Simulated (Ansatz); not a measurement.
Start from CoSi (space group P2_13, No. 198; non-magnetic).

```
CELL_PARAMETERS angstrom
      4.43111     0.00000     0.00000
      0.00000     4.43111     0.00000
      0.00000     0.00000     4.43111
ATOMIC_POSITIONS crystal
  Co 0.14502 0.14502 0.14502
  Co 0.64502 0.35498 0.85498
  Co 0.85498 0.64502 0.35498
  Co 0.35498 0.85498 0.64502
  Si 0.84316 0.84316 0.84316
  Si 0.34316 0.65684 0.15684
  Si 0.15684 0.34316 0.65684
  Si 0.65684 0.15684 0.34316
```

Level of theory: PBE/PAW in Ansatz (a program for electronic structure), no spin-orbit coupling, earlier PAW set.

Base values:

The lattice parameter a comes out as 4.431 Å and the band gap comes out as zero.

It is then changed as follows: hydrostatic tension (pressure −1 GPa).

Problem. What does the calculation give for the lattice parameter a after the change?

Solution. The lattice parameter a goes up by 0.007 Å to 4.438 Å.

Problem. What does the calculation give for the band gap after the change?

Solution. The band gap stays zero.

Load acts through the strain it causes; cell and atoms are relaxed under it. Stability against distortions was not tested. Starting moments died away, wholly or in part, for the base; another magnetic solution may exist. The final runs are not spin-polarised. The zero or small gap of CoSi can change with the level of theory.
